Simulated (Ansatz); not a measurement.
**Defect calculation: V_C+O_C in rock-salt TiC**

Method: PBE, PAW (plane waves to 420 eV; Ansatz, a quantum-chemistry and plane-wave program). Set-up: 64-site cell; 4×4×4 shifted k-points; start: the C site; C 3.06 Å away; no Hubbard U; not converged in cell size; the relaxation kept the symmetry of the starting site; relaxed from one start, so a lower configuration may exist.

Neighbours after relaxation, in Å: of the emptied site: Ti 2.25, Ti 2.25, Ti 2.26, Ti 2.26, Ti 2.27, Ti 2.27; of the O atom: Ti 2.19, Ti 2.19, Ti 2.21, Ti 2.21, Ti 2.21, Ti 2.21.

Formation energies E_f are those of the neutral cell. Chemical conditions: C-rich (Δμ(C) = 0.00 eV, Δμ(O) = -3.74 eV, bounded by anatase TiO2; only phases computed here count, gases as isolated molecules at 0 K); Ti-rich (Δμ(C) = -1.33 eV, Δμ(O) = -4.79 eV, bounded by Ti2C (Fd-3m), TiO (P-62m); only phases computed here count, gases as isolated molecules at 0 K). Reference phases: C: graphite, O: O2 molecule in a box.

The name describes the start; the neighbours show where the atoms ended.

```json
[
 {"charge": "0", "moment (μB)": "not spin-polarised", "point group": "C2v", "largest move off a lattice site (Å)": "0.11", "E_f, C-rich (eV)": "0.09", "E_f, Ti-rich (eV)": "-1.53"}
]
```

Point groups are those of the whole cell at tolerances of 0.03 and 0.1 Å ("near" where only the looser one holds); none is given for unsettled states.

All states together cost roughly 19 core-minutes.
